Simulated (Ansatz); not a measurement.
ZnWO₄ (P2/c, No. 13), treated with r²SCAN+rVV10 (plane waves, PAW; Ansatz, a quantum-chemistry and plane-wave program).

Run with plane-wave cutoff 500 eV, 8×8×8 k mesh, Fermi–Dirac smearing 0.05 eV, no spin polarisation, scalar-relativistic PAW data made under PBE.

Computed at the level's own relaxed cell.

**Question.** Give the computed volume per atom and band gap.

**Answer.** 
- volume per atom = 10.84 Å³/atom
- band gap = 3.27 eV (on the SCF k mesh)

Measured, for comparison: band gap 4.9 ± 0.2 eV (8 K, zero-point motion not removed, excitation threshold of photo-stimulated luminescence; as tabulated in Itoh, Katagiri, Aoki, Fujita, Photo-stimulated luminescence and photo-induced …).

Spin–orbit coupling is not included.

Static lattice: no zero-point or thermal effects.
